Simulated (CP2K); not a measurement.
Band structure of AgI (F-43m, 2 atoms in the cell).

```
CELL_PARAMETERS angstrom
      4.56268     0.00000     0.00000
      2.28134     3.95139     0.00000
      2.28134     1.31713     3.72541
ATOMIC_POSITIONS crystal
  Ag 0.00000 0.00000 0.00000
  I  0.75000 0.75000 0.75000
```

Method: PBE, GPW, DZVP-MOLOPT-SR-GTH basis, GTH-PBE potentials (GTH_POTENTIALS) run with CP2K.

Settings: CUTOFF = 500 Ry; REL_CUTOFF = 50 Ry; SMEAR/METHOD = FERMI_DIRAC; ELECTRONIC_TEMPERATURE = 116.05 K; KPOINTS/SCHEME = MONKHORST-PACK 9 9 9; XC_FUNCTIONAL = PBE; Ag/BASIS_SET = DZVP-MOLOPT-SR-GTH-q11; Ag/POTENTIAL = GTH-PBE-q11; I/BASIS_SET = DZVP-MOLOPT-SR-GTH-q7; I/POTENTIAL = GTH-PBE-q7; METHOD = GPW; EPS_DEFAULT = 1e-10; EXTRAPOLATION = USE_GUESS; NGRIDS = 5.

The starting cell comes from a database of computed structures (which also holds hypothetical and non-ambient phases and stackings), without a prior relaxation at this level. Its lattice was rescaled by a random factor within 2.5 % of one. Spin-orbit coupling is off. Values carry the incompleteness of an atom-centred basis.

Predict the gap along the standard path and the places of the band edges.

The gap along the path is 1.39 eV, direct at Γ to within 0.01 eV.

Levels in eV from the top of the valence band on the SCF mesh, bands 6 to 10:
| point | 6 | 7 | 8 | 9 | 10 |
|---|---|---|---|---|---|
| Γ | -3.14 | 0.00 | 0.00 | 0.00 | 1.39 |
| X | -3.00 | -2.66 | -1.85 | -1.85 | 3.58 |
| W | -2.90 | -2.79 | -2.23 | -1.68 | 5.03 |
| K | -3.09 | -2.84 | -2.06 | -1.47 | 3.99 |
| L | -3.10 | -2.97 | -0.75 | -0.75 | 2.97 |
| U | -3.09 | -2.84 | -2.06 | -1.47 | 3.99 |

Higher empty bands are left out: an atom-centred basis made for the valence describes them poorly.
